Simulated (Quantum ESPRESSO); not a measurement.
Worked example: self-consistent single point of ScF₃ (C2, 4 atoms in the cell) in Quantum ESPRESSO.

Level of theory: LDA (PZ), GBRV 1.5 ultrasoft (LDA) pseudopotentials (plane waves; Quantum ESPRESSO).

The change in words: lattice scaled by 0.98. Reference geometry:
```
CELL_PARAMETERS angstrom
      2.28284    -3.06973     0.00000
      2.28284     3.06973     0.00000
     -1.68920     0.00000     3.65522
ATOMIC_POSITIONS crystal
  Sc 0.01114 0.98886 0.00000
  F  0.45904 0.90322 0.85177
  F  0.09678 0.54096 0.14823
  F  0.93304 0.06696 0.50000
```

Reference input (self-consistent single point, DFT, LDA (PZ), plane waves, GBRV 1.5 ultrasoft (LDA) pseudopotentials): ecutwfc = 50 Ry; ecutrho = 400 Ry; occupations = fixed; potentials = {Sc: sc_lda_v1.uspp.F.UPF, F: f_lda_v1.4.uspp.F.UPF}; K_POINTS = automatic 8 8 7 0 0 0; nbnd = 20; conv_thr = 1e-10 Ry; mixing_beta = 0.3. This run's input differs from it in these lines:

```diff
@@ -25,10 +25,10 @@
 CELL_PARAMETERS angstrom
-   2.282836000    -3.069727000     0.000000000
-   2.282836000     3.069727000     0.000000000
-  -1.689198000     0.000000000     3.655223000
+   2.237179000    -3.008332000     0.000000000
+   2.237179000     3.008332000     0.000000000
+  -1.655414000     0.000000000     3.582119000
 ATOMIC_POSITIONS bohr
-Sc    4.313934827    5.671698291    0.000000000
-F     3.157747451    2.576662998    5.883490881
-F     2.278000614    2.576662998    1.023879514
-F     2.717874032   -5.024080980    3.453685197
+Sc    4.227655602    5.558263475    0.000000000
+F     3.094591846    2.525129352    5.765821804
+F     2.232440275    2.525129352    1.003402052
+F     2.663516060   -4.923598607    3.384611928
 K_POINTS automatic
```

Output, abridged:

```
     Self-consistent Calculation

     iteration #  1     ecut=    50.00 Ry     beta= 0.30

     total energy              =    -240.52644248 Ry
     estimated scf accuracy    <       0.62577270 Ry

     iteration #  2     ecut=    50.00 Ry     beta= 0.30

     total energy              =    -240.60664503 Ry
     estimated scf accuracy    <       0.03796771 Ry

     iteration #  3     ecut=    50.00 Ry     beta= 0.30

     total energy              =    -240.60872818 Ry
     estimated scf accuracy    <       0.01163321 Ry

   [... 7 blocks of this kind left out ...]

     iteration # 11     ecut=    50.00 Ry     beta= 0.30

     total energy              =    -240.60992946 Ry
     estimated scf accuracy    <          1.7E-09 Ry

     iteration # 12     ecut=    50.00 Ry     beta= 0.30
     End of self-consistent calculation

     Number of k-points >= 100: set verbosity='high' to print the bands.

     highest occupied, lowest unoccupied level (ev):     3.2217    8.6303

!    total energy              =    -240.60992956 Ry
     estimated scf accuracy    <          1.7E-11 Ry

     convergence has been achieved in  12 iterations

     Forces acting on atoms (cartesian axes, Ry/au):

     atom    1 type  1   force =     0.00000000   -0.01014602    0.00000000
     atom    2 type  2   force =    -0.00342272    0.00165579   -0.01197722
     atom    3 type  2   force =     0.00342272    0.00165579    0.01197722
     atom    4 type  2   force =     0.00000000    0.00683444    0.00000000

     Total force =     0.021575     Total SCF correction =     0.000010

          total   stress  (Ry/bohr**3)                   (kbar)     P=       82.69
   0.00083348   0.00000000   0.00024427          122.61        0.00       35.93
   0.00000000   0.00042474  -0.00000000            0.00       62.48       -0.00
   0.00024427   0.00000000   0.00042821           35.93        0.00       62.99

   JOB DONE.
```

The run converged in 12 iterations. Against the reference run the free energy goes up by 17.5 meV/atom, the pressure goes from -0.46 to 8.27 GPa, the largest force goes from 0.098 to 0.323 eV/Å and the gap on the mesh goes from 5.233 to 5.409 eV.

The starting cell comes from a database of computed structures (which also holds hypothetical and non-ambient phases and stackings), without a prior relaxation at this level. Its lattice was rescaled by a random factor within 2.5 % of one. For this run, on top of that: lattice scaled by 0.98. With a pressure of about 8 GPa the cell is away from its equilibrium volume at this level.

Cost on one core of a shared machine: roughly 50 s.
